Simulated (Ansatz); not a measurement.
Take MgSe in the rock salt structure (space group Fm-3m, No. 225; a = 5.5083 Å) as the base.

The values are results of PBE (Ansatz, a quantum-chemistry and plane-wave program), no SOC, earlier PAW set, not measurements.

One change was made to it. Results:

| quantity | base | after |
|---|---|---|
| electron mass | 0.48 mₑ along k, 0.24 mₑ across (at X) | 0.49 mₑ along k, 0.24 mₑ across (at X) |
| smallest direct gap | 2.40 eV | 2.70 eV |
| gap character | indirect, Γ → X | indirect, Γ → X |
| band gap | 1.77 eV | 1.85 eV |

Problem. Name the change that was made.
A) pressure 7.5 GPa
B) pressure 1.5 GPa
C) pressure 0.3 GPa
D) pressure 10 GPa
E) pressure 3 GPa

Solution. E, pressure 3 GPa. For comparison, the electron mass in the other runs: pressure 0.3 GPa gives 0.48 mₑ along k, 0.24 mₑ across (at X); pressure 10 GPa gives 0.50 mₑ along k, 0.24 mₑ across (at X); pressure 1.5 GPa gives 0.48 mₑ along k, 0.24 mₑ across (at X); pressure 7.5 GPa gives 0.50 mₑ along k, 0.24 mₑ across (at X).

Load acts through the strain it causes; cell and atoms are relaxed under it. Masses are band curvatures over ±0.01 Å⁻¹ around the edge. Along k means along the line from Γ to the band edge. Whether these cells are dynamically stable was not tested. No other phases were tried under pressure.
